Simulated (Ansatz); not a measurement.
For CaZrN2 (model structure, started from the MgZrN2 type, I4₁/amd, No. 141, 8 atoms in the cell), LDA (plane waves, PAW; Ansatz, an electronic-structure program) gives:

| Quantity | Value |
|---|---|
| lattice constant a | 4.615 Å |
| c axis length | 9.424 Å |

Question: What does r²SCAN+rVV10 (Ansatz, PAW) give for the same quantities?

Answer: 
- lattice constant a: 4.680 Å (increases by 1.4 %)
- lattice parameter c: 9.542 Å (increases by 1.3 %)

Changes are worked out from the printed values.

Unless a cell is named, each level is at its own relaxed cell (LDA 12.54, r²SCAN+rVV10 13.06 Å³/atom).

Ansatz's density-functional and Hartree–Fock values are scalar-relativistic unless marked +SOC, with PAW data made under PBE.

A model structure was made by putting elements into a prototype or built by hand; it is no filed structure, need not be a known phase, and can be a saddle point held by its symmetry.
